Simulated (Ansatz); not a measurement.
## Carrier properties of CdS under load (space group P6_3mc)

Data:

```xyz
4
Lattice="4.0230 0.0000 0.0000 -2.0115 3.4840 0.0000 0.0000 0.0000 6.8651" Properties=species:S:1:pos:R:3 pbc="T T T"
Cd     0.0000     2.3227     0.0329
Cd     2.0115     1.1613     3.4654
S      0.0000     2.3227     2.5415
S      2.0115     1.1613     5.9740
```

Computed with PBE with spin-orbit coupling, rigid bands (plane waves, PAW; Ansatz, a program for electronic structure). Condition of this run: biaxial stress in the c plane of 2.4 GPa (compression positive) (the target of the relaxation). Cell: cell and atoms relaxed with PBEsol, then loaded as said.

```
Item                                                                                                                                                                 Result
---------------------------------------------------------------------------------------------------------------------------------------  ----------------------------------
band gap                                                                                                                                                            1.16 eV
electron conductivity mass (300 K, dilute)                                                                                               0.156 (x), 0.156 (y), 0.130 (z) mₑ
hole conductivity mass (300 K, dilute)                                                                                                      1.03 (x), 1.03 (y), 1.64 (z) mₑ
effective density of states N_c (300 K)                                                                                                                         1.4e18 cm⁻³
effective density of states N_v (300 K)                                                                                                                         3.6e19 cm⁻³
density-of-states mass, electrons                                                                                                                                  0.144 mₑ
density-of-states mass, holes                                                                                                                                       1.26 mₑ
Seebeck coefficient, n-type 1e19 cm⁻³, 300 K                                                                                                                       -89 μV/K
best n-type power factor at 300 K for τ = 10 fs (best axis; densities from 1e16 to 1e21 cm⁻³ tried, whether or not they can be reached)        1.64 μW/(cm·K²) at 3e18 cm⁻³
Seebeck coefficient, p-type 1e19 cm⁻³, 300 K                                                                                                                       365 μV/K
best p-type power factor at 300 K for τ = 10 fs (best axis; densities from 1e16 to 1e21 cm⁻³ tried, whether or not they can be reached)         9.4 μW/(cm·K²) at 3e20 cm⁻³
```

Rigid bands; masses and Seebeck coefficients take one relaxation time τ for all states and one kind of carrier; polarons and phonon drag are left out. Geometry: cell and atoms relaxed with PBEsol.
